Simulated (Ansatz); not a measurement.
# Au: energy against strain

Au (fcc, Fm-3m, 17.541 Å³/atom at rest, cube axes along x, y and z) under a strain ε along a cube axis (axis z), the other axes held. r2SCAN in Ansatz, a plane-wave DFT program (PAW, default set), 500 eV, 27×27×27 Γ-centred mesh, Fermi-Dirac smearing 0.10 eV; ions are relaxed within the symmetry of each cell.

Here s stands for strain and y for E less E0.

```
strain (%)  E less E0 (meV/atom)
----------  --------------------
-1.50                       1.99
-1.00                       0.86
-0.50                       0.21
0.00                        0.00
0.50                        0.23
1.00                        0.88
1.50                        1.94
3.00                           ?
```

Taking a parabola for y over the 7 complete rows: Least squares gives y = 0.000 - 0.0064·s + 0.8729·s². Residuals (row less fit): 0.016, -0.019, -0.011, 0.000, 0.015, 0.013, -0.014; standard error 0.019 (degrees of freedom: 4). Twice the quadratic coefficient over the volume, 2 × 0.8729 meV × 10⁴ × 0.1602 / 17.541 Å³, is the elastic constant C11 = 159 ± 1.5 GPa.

Task: Predict the withheld y at s = 3.00 from the fit, and compare with the calculation.

Result: y = 0.000 - 0.0064 × 3.0 + 0.8729 × 3.0² = 7.837 meV/atom. The calculation gives 7.40 meV/atom, 0.437 meV/atom below the prediction (5.9 % of the range of y in the table). The row lies outside the fitted rows, so this is an extrapolation. From the scatter of the fitted rows alone, a prediction at this place has a standard error of 0.071 meV/atom, so the miss is 6.2 times that.

One order more, fitted to all 13 runs of the series, follows each within 0.01, so the miss is the next term of a smooth law. In a metal these values are sensitive to mesh and smearing; energies are taken to zero smearing, stresses follow the free energy. Rows are the converged runs of the series near zero and its far end; series whose fitted rows scatter by over a few per cent of the range, as at a crossing or softening among them, aren't shown in this form. Most that stay on the fit to the last digits aren't either.
